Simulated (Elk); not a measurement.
Input and output of a self-consistent single point for MnZn₃ (P-6m2, 4 atoms in the cell) (Elk).

Computed with LDA (PW92), all-electron FP-LAPW, Elk's shipped species files, default APW+lo basis (Elk).

```
CELL_PARAMETERS angstrom
      2.72498     0.00000     0.00000
     -1.36249     2.35990     0.00000
      0.00000     0.00000     8.76211
ATOMIC_POSITIONS crystal
  Mn 0.66667 0.33333 0.00000
  Zn 0.66667 0.33333 0.50000
  Zn 0.33333 0.66667 0.24142
  Zn 0.33333 0.66667 0.75858
```
Moments meant for the start (each program seeds them in its own way; μB, in the order of the atoms Mn Zn Zn Zn): 4.0 0.0 0.0 0.0.

Reference input (self-consistent single point, DFT, PBEsol, all-electron FP-LAPW, Elk's shipped species files, default APW+lo basis): xctype = 22; spinpol = true; rgkmax = 7; stype = 0; swidth = 0.00367493 Ha; ngridk = 11 11 3; reducebf = 0.7; rmtscf = 0.97; nempty = 12 per atom; bfcmt = [[0.0, 0.0, -1.0], [0.0, 0.0, 0.0], [0.0, 0.0, 0.0], [0.0, 0.0, 0.0]]. This run's input differs from it in these lines:

```diff
@@ -4,3 +4,3 @@
 xctype
-  22
+  3
```

Output, abridged:

```
│ Self-consistent loop started │
│ Loop number : 1 │
 total energy                :     -6534.82421715
 total moment                :    1.876880970
│ Loop number : 2 │
 total energy                :     -6533.91890650
 total moment                :    1.971250347
RMS change in Kohn-Sham potential (target) :   0.8245488354     (  0.1000000000E-05)
Absolute change in total energy (target)   :   0.9053106452     (  0.1000000000E-03)
│ Loop number : 3 │
 total energy                :     -6540.18935158
 total moment                :    2.202817258
RMS change in Kohn-Sham potential (target) :   0.5304040097     (  0.1000000000E-05)
   [... lines left out ...]
│ Loop number : 22 │
 total energy                :     -6536.83471289
 total moment                :    2.314869721
RMS change in Kohn-Sham potential (target) :   0.3583907458E-05 (  0.1000000000E-05)
Absolute change in total energy (target)   :   0.1469642148E-03 (  0.1000000000E-03)
│ Loop number : 23 │
 total energy                :     -6536.83476037
 total moment                :    2.314810773
RMS change in Kohn-Sham potential (target) :   0.4302061019E-06 (  0.1000000000E-05)
Absolute change in total energy (target)   :   0.1074262855E-04 (  0.1000000000E-03)
Convergence targets achieved

│ Loop number : 24 │

Energies :
 Fermi                       :     0.241793231506
 xc effective B-field        :    -0.104177258554
 external B-field            :      0.00000000000
 total energy                :     -6536.83473315
 (external B-field energy excluded from total)

Density of states at Fermi energy :    64.98642121
 (states/Hartree/unit cell)

Estimated indirect band gap :   0.1106257868E-05
 from k-point     43 to k-point     41
Estimated direct band gap   :   0.4100067900E-02
 at k-point     51

Charges :
 core                        :    46.00000000
 valence                     :    69.00000000
 interstitial                :    4.789497215
 muffin-tins (core leakage)
  species :    1 (Mn)
   atom    1                 :    23.67658387     (  0.7684519687E-11)
  species :    2 (Zn)
   [... lines left out ...]

Moments :
 interstitial                :  -0.5933142684E-04
 muffin-tins
  species :    1 (Mn)
   atom    1                 :    2.405839481
  species :    2 (Zn)
   atom    1                 :  -0.2061248117E-01
   atom    2                 :  -0.3519638927E-01
   atom    3                 :  -0.3519638927E-01
 total in muffin-tins        :    2.314834222
 total moment                :    2.314774890

│ Self-consistent loop stopped │
```

The run converged in 24 iterations. The count includes the last loop, which Elk runs after its targets are met. Against the reference run the size of the net moment goes from 0.61 to 0.58 μB/atom.

The starting cell comes from a database of computed structures (which also holds hypothetical and non-ambient phases and stackings), without a prior relaxation at this level. With one magnetic atom in the cell only a parallel order is possible. Values depend on the basis (sphere radii, cutoffs, local orbitals), which need not be converged. The log's line on a gap gives a spacing of levels on this mesh, which the program prints for metals too.

Cost on one core of a shared machine: roughly 90 s.
